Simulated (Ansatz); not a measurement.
## What O → Cl does to HfO2

Base system: HfO$_{2}$ in the fluorite structure (space group Fm-3m, No. 225; a = 5.0438 Å).

The change: every O is replaced by Cl; the structure is relaxed again.

Computed with plane-wave PAW DFT at the PBEsol level (Ansatz, a program for electronic structure, 420 eV), no spin-orbit coupling. Settings: 13×13×13 k-points, 0.05 eV Fermi–Dirac smearing, for the changed cell.

```json
{
 "volume_per_atom": "19.73 Å³ (base 10.69 Å³)",
 "density": "6.99 g/cm³ (base 10.90 g/cm³)",
 "lattice_parameter_a": "6.187 Å (base 5.044 Å)",
 "shortest_interatomic_distance": "2.679 Å (base 2.184 Å)",
 "band_gap": "zero (base 3.69 eV)",
 "magnetic_state": "ferromagnetic (base not spin-polarised)"
}
```

Final structure:

```
HfCl2
1.0
    0.00000     3.09344     3.09344
    3.09344     0.00000     3.09344
    3.09344     3.09344     0.00000
Hf Cl
1 2
Direct
  0.00000   0.00000   0.00000
  0.25000   0.25000   0.25000
  0.75000   0.75000   0.75000
```

The magnetic state is the one reached from the starting moments; the real material's order can differ, and small cells can't hold many antiferromagnetic ones. With Hf present, leaving out spin-orbit coupling can change the band edges. Whether these cells are dynamically stable was not tested. As relaxed here, HfCl2 is a hypothetical phase, not in the database extracts checked. This is not the structure that HfO2 has at room temperature and ambient pressure.
